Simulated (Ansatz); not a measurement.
An Ansatz (an electronic-structure program) input (DFT with r2SCAN+rVV10, PAW potentials and a 500 eV plane-wave cutoff in Ansatz, no spin-orbit coupling):

Ansatz 0.2 input:
```yaml
crystal:
  lattice:
    - [3.7933863871, -3.7933863871, 0]
    - [0, 3.7933863871, -4.764311446]
    - [0, 3.7933863871, 4.764311446]
  atoms:
    - { symbol: Sn, position: [0.5039877293, 0.1377469729, 0.3752804811] }
    - { symbol: Sn, position: [0.4853004173, 0.6244328637, 0.8573873451] }
    - { symbol: Sn, position: [0.0058724632, 0.8764360983, 0.6289354895] }
    - { symbol: Sn, position: [0.0034055276, 0.3720693235, 0.1306762527] }
    - { symbol: O, position: [-0.0047843977, -0.0030166772, -0.0105373994] }
    - { symbol: O, position: [0.000292437, 0.4940985498, 0.4984477601] }
    - { symbol: O, position: [0.4967890684, 0.4991857708, 0.4990377434] }
    - { symbol: O, position: [0.4939342719, -0.0044131358, 0.0016733241] }
    - { symbol: Sn, position: [0.0778860295, 0.0812467705, 0.4140142237] }
basis: { ecutwfc: 500, ecutrho_ratio: 4, xc_grid: 4, fft_grid_basis: typed }
kpoints: { mp_grid: { grid: [6, 6, 6] } }
hamiltonian:
  xc: r2scan
  dispersion: rvv10
  pseudopotentials: { kind: paw }
scf: { occupations: { method: fermi_dirac, width: 0.05 }, convergence: { dr2_threshold: 0.0000000009 } }
relax: { f_tol: 0.02, max_steps: 45 }
output: { forces: true, stress: true }
checkpoint: { write: state.ck, write_every: 1000 }
```

Task: Which symmetry and how many k-points will the program report, and about how many plane waves at Γ?

Result: Space group P1 (ITA 1) with 1 operations, k-points 112 of 216, and 3457 plane waves at Γ.

Task: And the final pressure?

Result: 19.86 GPa (compression positive).

In so small a cell the defect repeats every few ångströms: this is an ordered compound, not a dilute defect. A case with no gap was solved on a k-mesh chosen for an insulator, which is coarse for it. All final runs are without spin polarisation. The cell was made from SnO in the litharge type structure (space group P4/nmm, No. 129; layered, stacked along the Cartesian z axis) by this change: Sn interstitial (started 2.08 Å from the nearest host atom). The defect cell is not spin-polarised.
